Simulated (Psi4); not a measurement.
Psi4 1.11, PBE/def2-svp: V(S)(NH2)2(Me) ([CH3][V]([NH2])([NH2])=[S]), 12 atoms. The geometry is a generated start, not checked to be a minimum at this level.

- task = energy
- method = pbe
- basis = def2-svp
- memory = 3 GB
- maxiter = 100
- keys of the molecule block = symmetry c1
- scf_type = df (default)
- guess = auto, which took SAD (default)
- scf_initial_accelerator = adiis (default)
- e_convergence = 1e-06 (default)
- d_convergence = 1e-06 (default)
- dft_radial_points = 75 (default)
- dft_spherical_points = 302 (default)
- basis functions = 126
- grid points = 258226

```xyz
12

V      0.4200    -0.1225    -0.3840
S      1.5297     1.2669    -1.3695
N      1.3734    -0.8978     0.8527
H      1.0875    -1.7141     1.3926
H      2.3287    -0.6428     1.1068
N     -0.7455    -0.8461    -1.4606
H     -0.9261    -0.5532    -2.4184
H     -1.3448    -1.6329    -1.2248
C     -0.7637     1.1150     0.7208
H     -0.1598     1.7348     1.3885
H     -1.4549     0.5166     1.3239
H     -1.3445     1.7762     0.0720
```

Charge 0 and multiplicity 1 are set for this test and not shown to be the ground state.

One run each on 2 threads. Values of diis_max_vecs tried: 3, 6, 10 (default), 20.

### Question
How does the count of SCF iterations change with diis_max_vecs, and where is it least?

### Answer
Fewest SCF iterations, within one of each other: 6 with 17, 10 (default) with 16, 20 with 16. The run ends without SCF convergence in 100 iterations at 3.

```json
[
 {"diis_max_vecs": "3", "SCF iterations": "100", "end": "no convergence"},
 {"diis_max_vecs": "6", "SCF iterations": "17", "end": "same solution"},
 {"diis_max_vecs": "10 (default)", "SCF iterations": "16", "end": "same solution"},
 {"diis_max_vecs": "20", "SCF iterations": "16", "end": "same solution"}
]
```
